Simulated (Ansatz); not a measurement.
**Pressure series in MgF2**

Take MgF2 in the rutile structure (space group P4_2/mnm, No. 136) as the base.

```
MgF2
1.0
    4.69945     0.00000     0.00000
    0.00000     4.69945     0.00000
    0.00000     0.00000     3.09382
Mg F
2 4
Direct
  0.50000   0.50000   0.50000
  0.00000   0.00000   0.00000
  0.69642   0.69642   0.00000
  0.30358   0.30358   0.00000
  0.80358   0.19642   0.50000
  0.19642   0.80358   0.50000
```

Cell and atoms are relaxed at each pressure.

Computed with Ansatz (a program for electronic structure), PBE, PAW, cutoff 420 eV, spin-orbit coupling left out, earlier PAW set.

Candidates:
(a) pressure 100 GPa
(b) pressure 75 GPa
(c) pressure 7 GPa
(d) pressure −2 GPa

Before the change:

- Width of the top valence band = 0.80 eV

Order them by width of the top valence band, highest first.

(a) pressure 100 GPa (1.39 eV), (b) pressure 75 GPa (1.29 eV), (c) pressure 7 GPa (0.87 eV), (d) pressure −2 GPa (0.77 eV)

The levels and masses belong to the bands next to the band gap. Load acts through the strain it causes; cell and atoms are relaxed under it. No phonon test of stability was made. Competing high-pressure phases were not computed.
